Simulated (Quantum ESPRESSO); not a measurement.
Input and output of a self-consistent single point for YbZn (Pm-3m, 2 atoms in the cell) (Quantum ESPRESSO).

Level of theory: PBEsol, SSSP 1.1.2 efficiency (PBE) pseudopotentials (plane waves; Quantum ESPRESSO 7.5).

The change in words: lattice scaled by 0.98. Reference geometry:
```yaml
crystal:
  lattice:
    - [3.61177, 0.00000, 0.00000]
    - [0.00000, 3.61177, 0.00000]
    - [0.00000, 0.00000, 3.61177]
  atoms:
    - { symbol: Yb, position: [0.00000, 0.00000, 0.00000] }
    - { symbol: Zn, position: [0.50000, 0.50000, 0.50000] }
```

Reference input (self-consistent single point, DFT, PBEsol, plane waves, SSSP 1.1.2 efficiency (PBE) pseudopotentials): ecutwfc = 50 Ry; ecutrho = 400 Ry; occupations = smearing; smearing = fermi-dirac; degauss = 0.0073499 Ry; input_dft = pbesol; potentials = {Yb: Yb.GGA-PBE-paw-v1.0.UPF, Zn: Zn_pbe_v1.uspp.F.UPF}; K_POINTS = automatic 12 12 12 0 0 0; conv_thr = 1e-11 Ry; mixing_beta = 0.5. This run's input differs from it in these lines:

```diff
@@ -10,3 +10,3 @@
  ibrav = 1,
- celldm(1) = 6.8252561251,
+ celldm(1) = 6.6887517585,
  nat = 2,
@@ -29,3 +29,3 @@
 Yb    0.0000000000    0.0000000000    0.0000000000
-Zn    1.8058850000    1.8058850000    1.8058850000
+Zn    1.7697675000    1.7697675000    1.7697675000
 K_POINTS {automatic}
```

Output (repeated stretches shortened):

```
     Self-consistent Calculation

     iteration #  1     ecut=    50.00 Ry     beta= 0.50

     total energy              =   -1463.20854844 Ry
     estimated scf accuracy    <       0.49831829 Ry

     iteration #  2     ecut=    50.00 Ry     beta= 0.50

     total energy              =   -1460.10533619 Ry
     estimated scf accuracy    <      33.00671582 Ry

     iteration #  3     ecut=    50.00 Ry     beta= 0.50

     total energy              =   -1463.67149601 Ry
     estimated scf accuracy    <       0.31659077 Ry

   [... 16 blocks of this kind left out ...]

     iteration # 20     ecut=    50.00 Ry     beta= 0.50

     total energy              =   -1463.62661394 Ry
     estimated scf accuracy    <          2.4E-10 Ry

     iteration # 21     ecut=    50.00 Ry     beta= 0.50
     End of self-consistent calculation

     the Fermi energy is    13.5711 ev

!    total energy              =   -1463.62661394 Ry
     estimated scf accuracy    <          3.3E-12 Ry
     smearing contrib. (-TS)   =      -0.00816806 Ry
     internal energy E=F+TS    =   -1463.61844589 Ry

     convergence has been achieved in  21 iterations

     Forces acting on atoms (cartesian axes, Ry/au):

     atom    1 type  1   force =     0.00000000    0.00000000    0.00000000
     atom    2 type  2   force =     0.00000000    0.00000000    0.00000000

     Total force =     0.000000     Total SCF correction =     0.000000

          total   stress  (Ry/bohr**3)                   (kbar)     P=      -21.72
  -0.00014768   0.00000000   0.00000000          -21.72        0.00        0.00
   0.00000000  -0.00014768   0.00000000            0.00      -21.72        0.00
   0.00000000   0.00000000  -0.00014768            0.00        0.00      -21.72

   JOB DONE.
```

The run converged in 21 iterations. Against the reference run the free energy falls by 26.0 meV/atom and the pressure goes from -4.52 to -2.17 GPa.

The starting cell comes from a database of computed structures (which also holds hypothetical and non-ambient phases and stackings), without a prior relaxation at this level. For this run, on top of that: lattice scaled by 0.98. Spin polarisation is off.

Cost on one core of a shared machine: roughly 3 min.
